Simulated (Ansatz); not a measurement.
InAs: response to strain

Consider InAs in the zinc blende structure (space group F-43m, No. 216).

```
CELL_PARAMETERS angstrom
      0.00000     3.05419     3.05419
      3.05419     0.00000     3.05419
      3.05419     3.05419     0.00000
ATOMIC_POSITIONS crystal
  As 0.75000 0.75000 0.75000
  In 0.00000 0.00000 0.00000
```

Cartesian axes are those of the cell as printed.

Strains are applied to the cell and any free atomic positions relax.

Method: Kohn–Sham DFT with the r2SCAN functional, run in Ansatz (a first-principles code) with PAW and 500 eV plane waves, no spin-orbit coupling, earlier PAW set.

Candidates:
(a) strain tensor (xx, yy, zz, yz, xz, xy) = (+0.91, +0.31, +1.45, +0.25, −0.94, −0.23) %
(b) uniaxial strain ε_yy = −3.42 %
(c) isotropic strain +4.47 %
(d) strain tensor (xx, yy, zz, yz, xz, xy) = (+0.48, −0.07, +0.39, +0.13, +0.31, +0.28) %
(e) isotropic strain +2.79 %

Notes on the quantities. energy relative to the base: free energy F.

Problem. Order them by energy relative to the base, lowest first.

Solution. (d) strain tensor (xx, yy, zz, yz, xz, xy) = (+0.48, −0.07, +0.39, +0.13, +0.31, +0.28) % (+0.6 meV/atom), (a) strain tensor (xx, yy, zz, yz, xz, xy) = (+0.91, +0.31, +1.45, +0.25, −0.94, −0.23) % (+4.9 meV/atom), (b) uniaxial strain ε_yy = −3.42 % (+8.8 meV/atom), (e) isotropic strain +2.79 % (+32 meV/atom), (c) isotropic strain +4.47 % (+78 meV/atom)

The mesh was chosen for an insulator and is coarse for the gapless case. Whether these cells are dynamically stable was not tested. The final runs are not spin-polarised.
